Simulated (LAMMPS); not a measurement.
MD from the crystal across the composition of Cu (fcc) with a share x of Cu sites Ta; each row has its own temperature.

Method: classical MD, pair style eam/alloy, file CuTa.eam.alloy (LAMMPS).

| x | volume | state | enthalpy | T (K) |
|---|---|---|---|---|
| 0.1 | 13.4512 ± 0.0008 Å³/atom | crystal; no diffusion seen in 30 ps | -3.6937 ± 0.0001 eV/atom | 1090 |
| 0.25 | 14.558 ± 0.010 Å³/atom | liquid | -4.2989 ± 0.0009 eV/atom | 1290 |
| 0.5 | 15.804 ± 0.001 Å³/atom | solid that has left the starting structure; no diffusion seen in 30 ps | -5.4275 ± 0.0004 eV/atom | 1630 |
| 0.75 | 17.231 ± 0.001 Å³/atom | solid that has left the starting structure; no diffusion seen in 30 ps | -6.4825 ± 0.0004 eV/atom | 1960 |
| 0.9 | 18.0851 ± 0.0009 Å³/atom | solid that has left the starting structure; no diffusion seen in 30 ps | -7.0832 ± 0.0008 eV/atom | 2170 |

Caution (rows 0.1; 0.5; 0.75; 0.9): the random arrangement on this lattice is imposed, and need not be a phase that exists in equilibrium.

Caution (rows 0.1; 0.25): a run this short can hold a crystal over, or a liquid under, the potential's own melting point, which these runs don't give.

States go by the mean squared displacement: a species diffuses where it passes 1.5 Å², still rises and gives D over 1e-6 cm²/s; a crystal has left its structure where atoms lie 0.35 Å off their sites on average or a cubic box changes its shape by 3 %, or the axial ratios of another lie 8 % off the starting cell's, which the potential's own relaxation can also do.

Uncertainties are statistical and leave out the potential's own error.
